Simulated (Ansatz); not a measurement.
**ZnS: response to strain**

The parent structure is ZnS in the zinc blende structure (space group F-43m, No. 216).

```
ZnS
1.0
    0.00000     2.69455     2.69455
    2.69455     0.00000     2.69455
    2.69455     2.69455     0.00000
Zn S
1 1
Cartesian
  0.00000   0.00000   0.00000
  1.34728   1.34728   1.34728
```

Cartesian axes are those of the cell as printed.

Strains are applied to the cell and any free atomic positions relax; under biaxial strain the out-of-plane vector relaxes too.

Method: r2SCAN/PAW in Ansatz (a first-principles code), no spin-orbit coupling.

Notes on the quantities. in-plane stress: mean in-plane stress (compression positive); energy relative to the base: free energy F.

| case | out-of-plane strain | in-plane stress | band gap | energy relative to the base |
|---|---|---|---|---|
| base | – | – | 2.70 eV | 0 meV/atom |
| biaxial strain +0.42 %, plane normal [111], relaxed out of plane | (withheld) | -0.7 GPa | 2.65 eV | +0.3 meV/atom |
| biaxial strain +0.83 %, plane normal [111], relaxed out of plane | -0.51 % | -1.3 GPa | 2.60 eV | +1.3 meV/atom |
| biaxial strain +1.25 %, plane normal [111], relaxed out of plane | -0.76 % | -2.0 GPa | 2.55 eV | +3.0 meV/atom |
| biaxial strain +1.67 %, plane normal [111], relaxed out of plane | -1.01 % | -2.6 GPa | 2.50 eV | +5.4 meV/atom |
| biaxial strain +2.08 %, plane normal [111], relaxed out of plane | -1.25 % | -3.2 GPa | 2.45 eV | +8.3 meV/atom |
| biaxial strain +2.50 %, plane normal [111], relaxed out of plane | (withheld) | (withheld) | 2.40 eV | +12 meV/atom |

Question: Some entries are withheld; estimate them.

Answer: 
- biaxial strain +0.42 %, plane normal [111], relaxed out of plane, out-of-plane strain: -0.26 %
- biaxial strain +2.50 %, plane normal [111], relaxed out of plane, out-of-plane strain: -1.49 %
- biaxial strain +2.50 %, plane normal [111], relaxed out of plane, in-plane stress: -3.8 GPa

No phonon test of stability was made.
